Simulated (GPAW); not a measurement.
Band structure of Ag (Fm-3m, 1 atom in the cell).

```
CELL_PARAMETERS angstrom
      0.00000     2.04500     2.04500
      2.04500     0.00000     2.04500
      2.04500     2.04500     0.00000
ATOMIC_POSITIONS crystal
  Ag 0.00000 0.00000 0.00000
```

Level of theory: PBE, GPAW PAW datasets PBE (gpaw-data 1.0.1) (plane waves; GPAW 25.7.0).

Settings: mode = pw; ecut = 600 eV; xc = PBE; kpts = 14 14 14; mesh shift (steps) = 0 0 0; occupations.name = methfessel-paxton; occupations.width = 0.1 eV; occupations.order = 0; nbands = -5; symmetry.symmorphic = false; symmetry.tolerance = 0.0005; maxiter = 100; bandpath_npoints = 40.

The starting cell has typed, rounded lattice constants, without a prior relaxation at this level.

Levels in eV from the Fermi level, bands 5 to 12:
```json
[
 {"point": "Γ", "5": "-4.70", "6": "-4.70", "7": "-4.70", "8": "-3.67", "9": "-3.67", "10": "16.29", "11": "19.92", "12": "19.92"},
 {"point": "X", "5": "-6.19", "6": "-2.90", "7": "-2.66", "8": "-2.66", "9": "1.64", "10": "6.81", "11": "10.76", "12": "10.76"},
 {"point": "W", "5": "-4.98", "6": "-4.98", "7": "-3.66", "8": "-2.66", "9": "6.02", "10": "6.02", "11": "7.04", "12": "8.26"},
 {"point": "K", "5": "-5.48", "6": "-3.99", "7": "-3.45", "8": "-2.94", "9": "4.35", "10": "5.31", "11": "7.21", "12": "12.88"},
 {"point": "L", "5": "-4.73", "6": "-4.73", "7": "-2.87", "8": "-2.87", "9": "-0.36", "10": "3.68", "11": "15.47", "12": "18.16"},
 {"point": "U", "5": "-5.48", "6": "-3.99", "7": "-3.45", "8": "-2.94", "9": "4.35", "10": "5.31", "11": "7.21", "12": "12.88"}
]
```

Bands cross the Fermi level along this path, so the cell is metallic at this level.
